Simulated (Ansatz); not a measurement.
# hypothetical zinc blende BiAs with two functionals, As → P

Consider BiAs in the zinc blende structure (space group F-43m, No. 216; a = 6.704 Å; a hypothetical phase, not in the database extracts checked).

(Cell as relaxed with PBE.)

Levels (all Ansatz, a first-principles code, PAW): PBE (420 eV, scalar-relativistic without spin-orbit coupling); r2SCAN (500 eV, no spin-orbit coupling).

Each level relaxes its own structure.

```json
[
 {"base": "volume per atom", "PBE": "37.67 Å³", "r2SCAN": "36.81 Å³"},
 {"base": "lattice parameter a", "PBE": "6.704 Å", "r2SCAN": "6.653 Å"},
 {"base": "band gap", "PBE": "zero", "r2SCAN": "zero"}
]
```

It is then changed as follows: P takes the place of As on all its sites; the structure is relaxed again.

```tsv
quantity	PBE	r2SCAN
volume per atom	34.34 Å³	33.79 Å³
band gap	zero	zero
```

PBE's volume per atom lies 0.55 Å³ above r2SCAN's (1.6 %); the two agree on the band gap. Neither level is exact; r2SCAN is the comparison here, not a measurement.

No phonon test of stability was made. As relaxed here, BiP is a hypothetical phase, not in the database extracts checked. The final runs are not spin-polarised.
